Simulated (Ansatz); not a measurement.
Consider the following.

End structure of a constructed model of the (111) surface of fcc Cu, (√3x√3)R30° layer of O, one a cell, on the site that continues the host's stacking (bottom of the slab: a bare face, its two planes held):

```
CELL_PARAMETERS angstrom
      3.85020     2.22291     0.00000
     -3.85020     2.22291     0.00000
      0.00000     0.00000    28.00000
ATOMIC_POSITIONS crystal
  Cu 0.00000 0.66667 0.28631
  Cu 0.33333 0.33333 0.28631
  Cu 0.66667 0.00000 0.28631
  Cu 0.00000 0.33333 0.36116
  Cu 0.33333 0.00000 0.36116
  Cu 0.66667 0.66667 0.36116
  Cu 0.00000 0.00033 0.43570
  Cu 0.33366 0.66667 0.43570
  Cu 0.66634 0.33301 0.43570
  Cu 0.00000 0.66667 0.51066
  Cu 0.33333 0.33333 0.51045
  Cu 0.66667 0.00000 0.51045
  Cu 0.00000 0.33036 0.58533
  Cu 0.33631 0.00297 0.58533
  Cu 0.66369 0.66667 0.58533
  Cu 0.00000 0.00586 0.65980
  Cu 0.33919 0.66667 0.65980
  Cu 0.66081 0.32748 0.65980
  O  0.00000 0.66667 0.70058
```

Set-up: 19 atoms, 12.0 Å thick at the start with caps and adatoms (thin: gaps and levels are the slab's own); mesh 10x10x1; 0.1 eV smearing; dipole correction on; 6 atoms held, the rest relaxed; held to the start's symmetry, so lower structures may exist; no spin, no spin-orbit, no U. It is one candidate, not shown to be the stable structure of the face.

Problem. Estimate the work function of the top face that PBE in Ansatz (a quantum-chemistry and plane-wave program) returns for this input.

Solution. 6.27 eV
